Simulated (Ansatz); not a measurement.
Convergence series on KI (Fm-3m, 2 atoms in the cell)

```
KI
1.0
    0.00000     3.47725     3.47725
    3.47725     0.00000     3.47725
    3.47725     3.47725     0.00000
K I
1 1
Direct
  0.00000   0.00000   0.00000
  0.50000   0.50000   0.50000
```

Level of theory: PBE0, PAW files made with PBE (plane waves; Ansatz, a quantum-chemistry and plane-wave program).

The starting cell comes from a database of computed structures (which also holds hypothetical and non-ambient phases and stackings), without a prior relaxation at this level. Its lattice was rescaled by a random factor within 2.5 % of one. Spin-orbit coupling is off. Ansatz's pressure includes its estimate of the finite-basis (Pulay) stress.

Held fixed: basis.ecutwfc = 420 eV; hamiltonian.xc = pbe0; hamiltonian.pseudopotentials = {kind: paw} (the program's default PAW files); scf.occupations.method = fixed.

ΔF is the free energy per atom less that of the last row (5 5 5).

The series runs over kpoints.mp_grid.grid = 1 1 1; 2 2 2; 3 3 3; 4 4 4; 5 5 5.

From which setting on does the pressure stay within 0.5 GPa of the last one?

From kpoints.mp_grid.grid = 3 3 3 on; the one before it is off by 0.74 GPa. The value it settles on is 1.1 GPa at this level of theory and with the other settings as held.

From which setting on does the gap on the mesh stay within 0.05 eV of the last one?

From kpoints.mp_grid.grid = 3 3 3 on; the one before it is off by 0.063 eV.

| kpoints.mp_grid.grid | ΔF (meV/atom) | pressure (GPa) | gap on the mesh (eV) | k-points |
|---|---|---|---|---|
| 1 1 1 | 1791.6 | 13.30 | 5.619 | 1 |
| 2 2 2 | 77.0 | 1.80 | 5.838 | 3 |
| 3 3 3 | 4.6 | 1.13 | 5.792 | 4 |
| 4 4 4 | 0.36 | 1.07 | 5.778 | 8 |
| 5 5 5 | 0.00 | 1.07 | 5.775 | 10 |

The gap is read on the k-point mesh of the run and can differ from the gap over the whole zone at this level.

Keys are those of Ansatz 0.2.
